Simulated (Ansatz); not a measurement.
## zinc-blende ZnS: the defect Ag on the Zn site (Ag_Zn)

All values below come from PBE, PAW (plane waves to 420 eV; Ansatz, a program for electronic structure). The supercell holds 64 host sites (2×2×2 repeats of a cell of 8 atoms), with a 2×2×2 shifted k-point sampling for the final energies. Site at the start: the Zn site. Energies of charged states are corrected for periodic images (point charge plus alignment at distant sites). Dielectric constants: PBE linear response of the host. Host gap at this level: 2.01 eV. These values are not converged in cell size to better than tenths of an eV. Levels are measured in PBE's own, too narrow, gap. Spin–orbit coupling is left out. Each state is the lowest found from its start.

Charges with a result: +1, 0, −1. Others weren't obtained, and one of them could lie lower, also by skipping a charge.

| charge | moment (μB) | largest move off a lattice site (Å) | image correction with alignment (eV) |
|---|---|---|---|
| +1* | not spin-polarised | 0.12 | – |
| 0† | 1.0 | 0.13 | 0.00 |
| −1 | not spin-polarised | 0.14 | 0.08 |

* At this level the carrier isn't localised at the defect: at charge +1 holes occupy the valence band. Such a state is shallow or no state of the defect, and this cell gives it no level.

† Not settled in this cell, so no level is given: charge 0: a level filled in part, carriers not clearly localised.
